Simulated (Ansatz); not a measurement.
Level of theory: PBE with D3(BJ) dispersion (plane waves to 420 eV, PAW; Ansatz, an electronic-structure program).

Plane-averaged electrostatic potential energy along the normal, in eV from the Fermi level, for NH3 on the 1x1 (0001) surface of hcp Ru, one in a 2x2 cell, started at the site 'bridge Ru-Ru (span 2.7 Å)':

```json
[
 {"z (Å)": "5.10", "V (eV)": "5.01"},
 {"z (Å)": "5.38", "V (eV)": "5.01"},
 {"z (Å)": "5.67", "V (eV)": "5.01"},
 {"z (Å)": "5.95", "V (eV)": "5.00"},
 {"z (Å)": "6.23", "V (eV)": "5.00"},
 {"z (Å)": "6.52", "V (eV)": "4.98"},
 {"z (Å)": "6.80", "V (eV)": "4.95"},
 {"z (Å)": "7.08", "V (eV)": "4.90"},
 {"z (Å)": "7.37", "V (eV)": "4.78"},
 {"z (Å)": "7.65", "V (eV)": "4.55"},
 {"z (Å)": "7.93", "V (eV)": "4.07"},
 {"z (Å)": "8.22", "V (eV)": "3.09"},
 {"z (Å)": "8.50", "V (eV)": "1.09"},
 {"z (Å)": "8.78", "V (eV)": "-3.63"},
 {"z (Å)": "9.07", "V (eV)": "-13.80"},
 {"z (Å)": "9.35", "V (eV)": "-24.27"},
 {"z (Å)": "9.63", "V (eV)": "-27.88"},
 {"z (Å)": "9.92", "V (eV)": "-22.07"},
 {"z (Å)": "10.20", "V (eV)": "-11.15"},
 {"z (Å)": "10.48", "V (eV)": "-3.34"},
 {"z (Å)": "10.77", "V (eV)": "-3.26"},
 {"z (Å)": "11.05", "V (eV)": "-10.86"},
 {"z (Å)": "11.33", "V (eV)": "-21.93"},
 {"z (Å)": "11.62", "V (eV)": "-28.19"},
 {"z (Å)": "11.90", "V (eV)": "-25.22"},
 {"z (Å)": "12.18", "V (eV)": "-15.09"},
 {"z (Å)": "12.47", "V (eV)": "-5.12"},
 {"z (Å)": "12.75", "V (eV)": "-2.07"},
 {"z (Å)": "13.03", "V (eV)": "-5.88"},
 {"z (Å)": "13.32", "V (eV)": "-16.27"},
 {"z (Å)": "13.60", "V (eV)": "-25.93"},
 {"z (Å)": "13.88", "V (eV)": "-27.92"},
 {"z (Å)": "14.17", "V (eV)": "-20.86"},
 {"z (Å)": "14.45", "V (eV)": "-9.76"},
 {"z (Å)": "14.73", "V (eV)": "-2.99"},
 {"z (Å)": "15.02", "V (eV)": "-3.96"},
 {"z (Å)": "15.30", "V (eV)": "-12.54"},
 {"z (Å)": "15.58", "V (eV)": "-23.20"},
 {"z (Å)": "15.87", "V (eV)": "-27.95"},
 {"z (Å)": "16.15", "V (eV)": "-23.25"},
 {"z (Å)": "16.43", "V (eV)": "-12.43"},
 {"z (Å)": "16.72", "V (eV)": "-2.86"},
 {"z (Å)": "17.00", "V (eV)": "1.19"},
 {"z (Å)": "17.28", "V (eV)": "2.58"},
 {"z (Å)": "17.57", "V (eV)": "2.15"},
 {"z (Å)": "17.85", "V (eV)": "0.33"},
 {"z (Å)": "18.13", "V (eV)": "-1.60"},
 {"z (Å)": "18.42", "V (eV)": "-2.51"},
 {"z (Å)": "18.70", "V (eV)": "-0.08"},
 {"z (Å)": "18.98", "V (eV)": "1.74"},
 {"z (Å)": "19.27", "V (eV)": "2.28"},
 {"z (Å)": "19.55", "V (eV)": "2.50"},
 {"z (Å)": "19.83", "V (eV)": "2.60"},
 {"z (Å)": "20.12", "V (eV)": "2.65"},
 {"z (Å)": "20.40", "V (eV)": "2.68"},
 {"z (Å)": "20.68", "V (eV)": "2.69"},
 {"z (Å)": "20.97", "V (eV)": "2.70"},
 {"z (Å)": "21.25", "V (eV)": "2.70"},
 {"z (Å)": "21.53", "V (eV)": "2.70"},
 {"z (Å)": "21.82", "V (eV)": "2.70"},
 {"z (Å)": "22.10", "V (eV)": "2.70"},
 {"z (Å)": "22.38", "V (eV)": "2.70"},
 {"z (Å)": "22.67", "V (eV)": "2.70"}
]
```

Set-up: 20 atoms, 6.3 Å thick at the start under the adsorbate (thin: gaps and levels are the slab's own); mesh 6x6x1; 0.1 eV smearing; dipole correction on; 8 atoms held, the rest relaxed; no symmetry held; no spin, no spin-orbit, no U. At the end it is bonded to Ru. In D3-corrected PBE it is, or lies within 0.03 eV of, the lowest of the starts that converged.

The surface cell has an area of 25.66 Å². What dipole along the normal does the step between the two vacuum levels imply?

the top vacuum level lies 2.31 eV below the bottom one; p = −ε₀ A ΔV (ε₀ = 0.005526 e/(V·Å)) gives 0.33 e·Å a cell.
